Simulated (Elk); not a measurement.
Elk run on Cu (Fm-3m, 1 atom in the cell): self-consistent single point.

Method of the run: PBE, all-electron FP-LAPW, Elk's shipped species files, APW+lo basis with extra local orbitals (Elk 10.2.4).

```xyz
1
Lattice="0.0000 1.8104 1.8104 1.8104 0.0000 1.8104 1.8104 1.8104 0.0000" Properties=species:S:1:pos:R:3 pbc="T T T"
Cu     0.0000     0.0000     0.0000
```

Reference input (self-consistent single point, DFT, PBE, all-electron FP-LAPW, Elk's shipped species files, APW+lo basis with extra local orbitals): xctype = 20; rgkmax = 7.5; stype = 3; swidth = 0.00367493 Ha; ngridk = 10 10 10; gmaxvr = 14 1/bohr; nxlo = 2; lorbcnd = true; lmaxi = 2. This run's input differs from it in these lines:

```diff
@@ -27,2 +27,8 @@
 
+epspot
+  3.7e-16
+
+epsengy
+  3.7e-14
+
 scale
```

The program printed (abridged):

```
│ Self-consistent loop started │
│ Loop number : 1 │
 total energy                :     -1644.24689566
│ Loop number : 2 │
 total energy                :     -1644.88093382
RMS change in Kohn-Sham potential (target) :   0.4626590628     (  0.3700000000E-15)
Absolute change in total energy (target)   :   0.6340381625     (  0.3700000000E-13)
│ Loop number : 3 │
 total energy                :     -1646.75402752
RMS change in Kohn-Sham potential (target) :   0.3880062605     (  0.3700000000E-15)
Absolute change in total energy (target)   :    2.031603236     (  0.3700000000E-13)
│ Loop number : 4 │
   [... lines left out ...]
Absolute change in total energy (target)   :   0.3282821126E-08 (  0.3700000000E-13)
│ Loop number : 198 │
 total energy                :     -1655.09609746
RMS change in Kohn-Sham potential (target) :   0.1127325267E-08 (  0.3700000000E-15)
Absolute change in total energy (target)   :   0.1106332093E-07 (  0.3700000000E-13)
│ Loop number : 199 │
 total energy                :     -1655.09609747
RMS change in Kohn-Sham potential (target) :   0.1244832215E-08 (  0.3700000000E-15)
Absolute change in total energy (target)   :   0.1036232788E-07 (  0.3700000000E-13)
│ Loop number : 200 │
Reached self-consistent loops maximum

Energies :
 Fermi                       :     0.241697848581
 total energy                :     -1655.09609747

Density of states at Fermi energy :    13.84300397
 (states/Hartree/unit cell)

Estimated indirect band gap :   0.8526893856E-02
 from k-point     11 to k-point     37
Estimated direct band gap   :   0.6672561344E-01
 at k-point     37

Charges :
 core                        :    12.00000000
 valence                     :    17.00000000
 interstitial                :   0.7065055992
 muffin-tins (core leakage)
  species :    1 (Cu)
   atom    1                 :    28.29349440     (  0.1652769613E-03)
 total in muffin-tins        :    28.29349440
 total calculated charge     :    28.99236473
 total charge                :    29.00000000
 error                       :   0.7635269180E-02

│ Self-consistent loop stopped │
```

The run ended unconverged after 200 iterations. 

The starting cell has typed, rounded lattice constants, without a prior relaxation at this level. Its lattice was rescaled by up to half a per cent. Values depend on the basis (sphere radii, cutoffs, local orbitals), which need not be converged.
